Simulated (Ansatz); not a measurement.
## Effect of Sc → Hf on Sc

Base system: Sc in the hcp (Mg type) structure (space group P6_3/mmc, No. 194; a = 3.3295 Å, c = 5.1919 Å).

Perturbation: every Sc is replaced by Hf; the structure is relaxed again.

Method: Kohn–Sham DFT with the r2SCAN functional, run in Ansatz (a first-principles code) with PAW and 500 eV plane waves, no spin-orbit coupling. Settings: 17×17×9 k-points, 0.05 eV Fermi–Dirac smearing, for the changed cell.

```json
[
 {"quantity": "volume per atom", "base": "24.92 Å³", "changed": "22.35 Å³", "shift": "-2.57 Å³"},
 {"quantity": "density", "base": "3.00 g/cm³", "changed": "13.26 g/cm³", "shift": "+10.265 g/cm³"},
 {"quantity": "c/a ratio", "base": "1.559", "changed": "1.578", "shift": "+0.019"},
 {"quantity": "space group", "base": "P6_3/mmc (No. 194)", "changed": "P6_3/mmc (No. 194)", "shift": "–"},
 {"quantity": "band gap", "base": "zero", "changed": "zero", "shift": "–"}
]
```

Final structure:

```xyz
2
Lattice="3.1979 0.0000 0.0000 -1.5989 2.7695 0.0000 0.0000 0.0000 5.0474" Properties=species:S:1:pos:R:3 pbc="T T T"
Hf     0.0000     1.8463     3.7855
Hf     1.5989     0.9232     1.2618
```

No phonon test of stability was made. The final runs are not spin-polarised.
